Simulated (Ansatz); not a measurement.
Elastic constant C33 of L1₀ (CuAu-type) CuAu at several levels of theory

No measured value is used here.

```csv
level (code),value (GPa),cell (Å³/atom)
LDA (Ansatz),203,13.78
PBE (Ansatz),150,15.00
PBEsol (Ansatz),184,14.21
r²SCAN (Ansatz),165,14.53
HSE06 (Ansatz),[?],14.80
```

Question: Fill in the missing entries.

Answer: 
- HSE06 (Ansatz, a program for electronic structure), value (GPa): 157

Density-functional levels without +SOC have no spin–orbit coupling. HSE06: hybrids on metals are sensitive to the k mesh. Each level is taken at its own relaxed cell. Cutoffs and k meshes differ between the levels. Ansatz's density-functional and Hartree–Fock values are scalar-relativistic unless marked +SOC, with PAW data made under PBE.
